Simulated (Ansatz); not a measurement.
System: B₂CO (model structure, I-42d, No. 122, 8 atoms in the cell). Method: r²SCAN in Ansatz (PAW).

Settings: plane-wave cutoff 560 eV, 12×12×12 k mesh, Fermi–Dirac smearing 0.01 eV, scalar-relativistic PAW data made under PBE.

Cell (relaxed at this level):

```
B2CO
1.0
   -1.85333     1.85333     3.73546
    1.85333    -1.85333     3.73546
    1.85333     1.85333    -3.73546
C O B
2 2 4
Direct
  0.00000   0.00000   0.00000
  0.75000   0.25000   0.50000
  0.50000   0.50000   0.00000
  0.25000   0.75000   0.50000
  0.37500   0.35386   0.47886
  0.87500   0.89614   0.52114
  0.64614   0.12500   0.02114
  0.10386   0.62500   0.97886
```

Question: What does this level give for the band gap and bulk modulus?

Answer: 
* **band gap**: 3.47 eV (on the SCF k mesh)
* **bulk modulus**: 297 GPa

Note: the bulk modulus is −V dP/dV from two relaxed cells at ±2 % in volume; the relaxation could raise the start's symmetry but not lower it, so the cell can be a saddle point.

The computed numbers hold no vibrational or temperature effects.

Computing time: roughly 3 core-minutes.

A model structure was made by putting elements into a prototype or built by hand; it is no filed structure, need not be a known phase, and can be a saddle point held by its symmetry.

Ansatz is a program for electronic structure.
